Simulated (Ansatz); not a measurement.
GeS₂ (P4₂/nmc, No. 137, 6 atoms in the cell; start mp-1071032) was calculated with PBEsol in Ansatz (plane waves, PAW).

Run with plane-wave cutoff 520 eV, 10×10×4 k mesh (along the axes of the cell as run), Fermi–Dirac smearing 0.01 eV, scalar-relativistic PAW data made under PBE.

Cell (relaxed at this level):

GeS2 is taken in the tetragonal space group P4₂/nmc, origin choice 1 (No. 137), Pearson symbol tP6. Conventional cell: a = b = 3.470 Å, c = 11.074 Å, α = β = γ = 90.00°. Ge on 2b is coordinated by 4 S at 2.242 Å (tetrahedral). S on 4d sees 2 Ge at 2.242 Å (bent). (Neighbours: up to the widest gap in distance over summed covalent radii, below 1.35, at either atom.)

Task: Give the computed band gap and bulk modulus B0.

Result: 
- band gap = 1.01 eV (on the SCF k mesh)
- bulk modulus B0 = 13.6 GPa

Note: the relaxation could not lower the start's symmetry, so the cell can be a saddle point above a distorted one; the bulk modulus is −V dP/dV from two relaxed cells at ±2 % in volume.

Spin–orbit coupling is not included.

Static lattice: no zero-point or thermal effects.

A start named mp-… is a Materials Project structure, which need not be a measured phase.

Ansatz is a program for electronic structure.
